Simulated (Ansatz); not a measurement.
**Hypothetical anatase SrBr2 under a change: biaxial strain −1.04 %, plane normal [001], relaxed out of plane**

Base system: SrBr2 in the anatase structure (space group I4_1/amd, No. 141; a = 5.943 Å, c = 14.183 Å; a hypothetical phase, not in the database extracts checked). Axes: x, y, z lie along a, b, c of the conventional cell.

Now apply this change: compressive biaxial strain of 1.04 % in the plane normal to [001], as in epitaxy on a mismatched substrate; the out-of-plane cell vector and the atoms relax.

Method: PBEsol (Ansatz, a quantum-chemistry and plane-wave program, PAW, no spin-orbit coupling). Γ-centred 8×8×8 mesh, Fermi–Dirac width 0.05 eV.

The space group stays I4_1/amd (No. 141) and the shortest interatomic distance drops by 0.0207 Å, from 3.016 Å to 2.996 Å. The energy rises by 1.2 meV/atom and the pressure (mean of the normal stresses, compression positive) goes from zero to 0.28 GPa. The band gap increases by 0.04 eV to 4.68 eV and the gap character stays indirect, Γ–X (89 % along) → Γ. The width of the top valence band hardly moves (0.35 eV against 0.34 eV) and the electron mass is 0.38 mₑ (at Γ). The out-of-plane strain is +1.76 % and the ratio −ε⊥/ε∥ amounts to 1.69. The mean in-plane stress (compression positive) comes out as +0.4 GPa.

Final structure (turned so that z lies along the plane normal):

```xyz
6
Lattice="5.8815 0.0000 0.0000 0.0000 5.8815 0.0000 2.9408 -2.9408 7.2164" Properties=species:S:1:pos:R:3 pbc="T T T"
Sr     2.9408     2.9408     0.0000
Sr     5.8815     2.9408     3.6082
Br     5.8815     0.0000     4.1790
Br     5.8815     2.9408     0.5709
Br     5.8815     2.9408     6.6455
Br     2.9408     2.9408     3.0373
```

Effective masses come from finite differences of ±0.01 Å⁻¹. No phonon test of stability was made.
